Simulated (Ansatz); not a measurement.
Worked calculations on one periodic cell of amorphous Zr$_{20}$O$_{43}$Sc$_{2}$: Zr20O43Sc2, 65 atoms, volume 833.4 Å³, made by a melt-quench on the CHGNet potential and relaxed with DFT. O atoms were pushed apart under 1.9 Å during the dynamics, to hinder bonds among them. It is a model cell: composition and starting density were chosen by hand, and all elements were melted together. Cycles of charging were run to anneal it. Level of theory: PBE, scalar-relativistic without spin-orbit coupling (plane waves to 420 eV, PAW; Ansatz, an electronic-structure program). Sampling: a 2×2×2 Γ-centred mesh; Fermi-Dirac width 0.02 eV; no spin polarisation. Its volume was relaxed, its shape was free, and it stands at a mean pressure of 0.0 GPa with stress components up to 0.1 GPa; the relaxation ran on the zone centre alone. Its density went from a set 5.17 to 5.19 g/cm³. The cell is small and was quenched far faster than a real film, so it is one sample of the glass.

Q: Count formal charges (Zr +4, O -2, Sc +3). What does the count lead one to expect at the Fermi level, and what does the calculation give?

A: 20 × (+4) + 43 × (-2) + 2 × (+3) = 0. The charges balance, so the anion-derived valence states can be full and a gap can open. On this mesh the highest filled and lowest empty level lie 3.48 eV apart, the PBE gap of this cell, with a localised state at one edge or both.

Four energies for an added electron at PBE on the zone centre alone (charged cells in a uniform background, spin-polarised): neutral at the neutral geometry -112453.936 eV; charged at the neutral geometry -112441.262 eV; charged and relaxed -112441.479 eV; neutral at the charged geometry -112453.522 eV.

Q: Find the two relaxation energies and their sum, the reorganisation energy.

A: On charging: -112441.262 − (-112441.479) = 0.217 eV. On discharging: -112453.522 − (-112453.936) = 0.414 eV. The sum is 0.631 eV. The carrier's level spreads over 8 of the 65 atoms' worth, so it counts as partly localised, most on one Zr atom with neighbours O 2.04 Å, O 2.06 Å, O 2.14 Å, O 2.19 Å, O 2.22 Å, O 2.25 Å, O 2.36 Å (neutral geometry). The values are uncorrected: the image energy of a point charge in this cell, 2.84 × 14.40 / (2 × 9.4) = 2.2 eV before screening, is screened by electrons alone at the fixed geometry and by ions too after relaxing, and the carrier can be spread before it relaxes, so each term can be off by up to that value times 1/ε∞, some tenths of an eV. PBE's self-interaction favours spread-out carriers, so a hybrid can localise more.

Four energies for a hole at PBE on the zone centre alone (charged cells in a uniform background, spin-polarised): neutral at the neutral geometry -112453.936 eV; charged at the neutral geometry -112462.979 eV; charged and relaxed -112463.130 eV; neutral at the charged geometry -112453.519 eV.

Q: Find the two relaxation energies and their sum, the reorganisation energy.

A: On charging: -112462.979 − (-112463.130) = 0.151 eV. On discharging: -112453.519 − (-112453.936) = 0.417 eV. The sum is 0.568 eV. The carrier's level spreads over 5 of the 65 atoms' worth, so it counts as localised, most on one O atom with neighbours Zr 1.98 Å, Zr 1.99 Å (neutral geometry). The values are uncorrected: the image energy of a point charge in this cell, 2.84 × 14.40 / (2 × 9.4) = 2.2 eV before screening, is screened by electrons alone at the fixed geometry and by ions too after relaxing, and the carrier can be spread before it relaxes, so each term can be off by up to that value times 1/ε∞, some tenths of an eV. PBE's self-interaction favours spread-out carriers, so a hybrid can localise more.
